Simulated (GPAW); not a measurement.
Band structure of Te2Mo (P6_3/mmc, 6 atoms in the cell).

```
Te2Mo
1.0
    3.62377     0.00000     0.00000
   -1.81188     3.13828     0.00000
    0.00000     0.00000    14.88654
Te Mo
4 2
Direct
  0.33333   0.66667   0.62782
  0.66667   0.33333   0.37218
  0.66667   0.33333   0.12782
  0.33333   0.66667   0.87218
  0.33333   0.66667   0.25000
  0.66667   0.33333   0.75000
```

Level of theory: PBE, GPAW PAW datasets PBE (gpaw-data 1.0.1) (plane waves; GPAW).

Settings: mode = pw; ecut = 600 eV; xc = PBE; kpts = 5 5 1; mesh shift (steps) = 0 0 0; occupations.name = fermi-dirac; occupations.width = 0.01 eV; nbands = -6; convergence.forces = 0.001 eV/Å; convergence.bands = -4; symmetry.symmorphic = false; symmetry.tolerance = 0.0005; maxiter = 120; bandpath_npoints = 40.

The starting cell comes from a database of computed structures (which also holds hypothetical and non-ambient phases and stackings), without a prior relaxation at this level. Its lattice was rescaled by a random factor within 2.5 % of one. Spin-orbit coupling is off.

Problem. Predict the gap along the standard path and the places of the band edges.

Solution. The gap along the path is 0.90 eV, direct at K to within 0.01 eV.

Levels in eV from the top of the valence band on the SCF mesh, bands 23 to 30:
```json
[
 {"point": "Γ", "23": "-0.93", "24": "-0.68", "25": "-0.59", "26": "0.00", "27": "2.72", "28": "2.72", "29": "2.78", "30": "2.78"},
 {"point": "M", "23": "-0.75", "24": "-0.72", "25": "-0.55", "26": "-0.42", "27": "1.19", "28": "1.22", "29": "1.44", "30": "1.61"},
 {"point": "K", "23": "-1.67", "24": "-1.67", "25": "-0.12", "26": "-0.01", "27": "0.90", "28": "0.90", "29": "1.50", "30": "2.10"},
 {"point": "A", "23": "-0.94", "24": "-0.94", "25": "-0.11", "26": "-0.11", "27": "2.74", "28": "2.74", "29": "2.74", "30": "2.74"},
 {"point": "L", "23": "-0.73", "24": "-0.73", "25": "-0.48", "26": "-0.48", "27": "1.20", "28": "1.20", "29": "1.53", "30": "1.53"},
 {"point": "H", "23": "-1.72", "24": "-1.72", "25": "-0.07", "26": "-0.07", "27": "0.90", "28": "0.90", "29": "1.78", "30": "1.78"}
]
```
